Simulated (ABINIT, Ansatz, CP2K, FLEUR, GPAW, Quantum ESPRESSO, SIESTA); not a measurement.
# One structure in several programs: TaN2 (P-6m2, 3 atoms in the cell)

Self-consistent single point, at a second geometry (lattice scaled by 0.98). First geometry:

```xyz
3
Lattice="3.1155 0.0000 0.0000 -1.5577 2.6981 0.0000 0.0000 0.0000 3.7938" Properties=species:S:1:pos:R:3 pbc="T T T"
Ta     1.5577     0.8994     1.8969
N      0.0000     0.0000     3.0944
N      0.0000     0.0000     0.6994
```

Shared settings, as Ansatz (a first-principles code) writes them: kpoints.mp_grid.grid = 10 10 7; scf.occupations.method = gaussian; scf.occupations.width = 0.272 eV. Potentials and cutoffs stand in the table.

```
code                                                                                                                                 model  ΔF from the first geometry (meV/atom)  pressure (GPa)  largest force (eV/Å)           cutoff
----------------  ------------------------------------------------------------------------------------------------------------------------  -------------------------------------  --------------  --------------------  ---------------
CP2K                                                  LDA (Pade form), GPW, DZVP-MOLOPT-SR-GTH basis, GTH-PADE potentials (GTH_POTENTIALS)                                  -81.5          -12.78                 0.885      grid 500 Ry
GPAW                                                                         LDA (Perdew-Wang 92), GPAW PAW datasets LDA (gpaw-data 1.0.1)                                  -25.4               –                 0.017           900 eV
Quantum ESPRESSO                                                    LDA (PW92), PseudoDojo standard norm-conserving (LDA) pseudopotentials                                  -27.4            2.57                 0.239            85 Ry
ABINIT                                                                                                  LDA (PW92), PAW (JTH v2.0 LDA PAW)                                  -24.3            3.24                 0.102            52 Ry
Ansatz                                                                                                 LDA (PW92), PAW files made with PBE                                  -22.6            3.48                 0.125          default
SIESTA            LDA PW92, numerical atomic orbitals DZP, PseudoDojo LDA standard norm-conserving potentials (rewritten from UPF to PSML)                                  -14.6            6.16                 0.334      grid 300 Ry
FLEUR                                                         LDA (Perdew-Zunger), all-electron FLAPW (FLEUR), scalar-relativistic valence                                      –               –                 0.072  Kmax 4.7 1/bohr
```

For Ansatz (by 0.5 GPa) the energy change implies a higher mean pressure, against the two pressures, than for the other programs: a sign of finite-basis (Pulay) stress.

A dash marks a value that a program does not give, or that is left out as unsure.

On Ansatz's run: spin-orbit coupling is off. Spin polarisation is off; with an odd number of electrons in the cell that forces a metal, and a magnetic state may lie lower.

The spread over the programs that give each value: ΔF from the first geometry within 66.9 meV/atom; pressure within 18.94 GPa; largest force within 0.868 eV/Å.

CP2K and SIESTA use small atom-centred bases, whose incompleteness enters pressures, forces and empty levels differently from a plane-wave cutoff. FLEUR treats all electrons, but the usual bases taken here (sphere radii, linearisation, local orbitals, empty states) were not tested for convergence, so the values are no reference for the others. Ansatz's pressure is given at a fixed set of plane waves, as the other plane-wave codes print theirs; with its correction for the finite basis it is 3.98 GPa (the shift of 0.50 GPa shows how far the cutoff is from converged). The pressure of GPAW is left out: its cutoff lies under the one at which its stress was checked. In the pressure, CP2K (by 16.02) and SIESTA (by 2.92) lie more than 1 GPa from the median of the plane-wave programs. In the force vectors, CP2K (by 0.944), Quantum ESPRESSO (by 0.298), SIESTA (by 0.393) and FLEUR (by 0.131) lie more than 0.08 eV/Å from the median of the plane-wave programs.

The starting cell comes from a database of computed structures (which also holds hypothetical and non-ambient phases and stackings), without a prior relaxation at this level. For this run, on top of that: lattice scaled by 0.98.

Left out of this page: Elk (not drawn, or without a comparable value).

Keys are those of Ansatz 0.2.
